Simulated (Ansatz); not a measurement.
Consider interstitial Li in rutile TiO2, charge state +1. The step: a concerted move, in which Li travels most; the atom moves 1.55 Å along (0.00, 0.00, 0.52) of the unit cell; the moving atom starts with neighbours 3 O at 1.84, O at 1.84 Å and ends with 4 O at 1.84 Å. DFT values are from Ansatz (plane-wave PAW, 420 eV unless said) in a cell of 72 host sites, spin-restricted, static, with no finite-size correction. The charge state is imposed; whether it is stable for some Fermi level was not computed. Sites that were not tried may lie lower. For the PBE band: the saddle point's order was not checked, and it lies on a symmetry element of the cell, where a band can be held.

| Level | Forward barrier (eV) | Cost of the band or of the saddle's single point |
|---|---|---|
| CHGNet universal potential (has no charge state), its own band | 0.04 | - |
| PBE, one k-point at (0.250, 0.250, 0.250), band relaxed | 0.08 | roughly 50 core-minutes |
| PBE, a 2×2×2 k-point mesh shifted by half a step, same geometries | 0.06 | very roughly 4 core-minutes |
| r2SCAN at 500 eV, one k-point at (0.250, 0.250, 0.250), same geometries | ___ | about 2.3 core-minutes (a rough figure) |

Question: What belongs in the gaps?

Answer: 
- r2SCAN at 500 eV, one k-point at (0.250, 0.250, 0.250), same geometries, Forward barrier (eV): 0.09

Ansatz is a program for electronic structure.
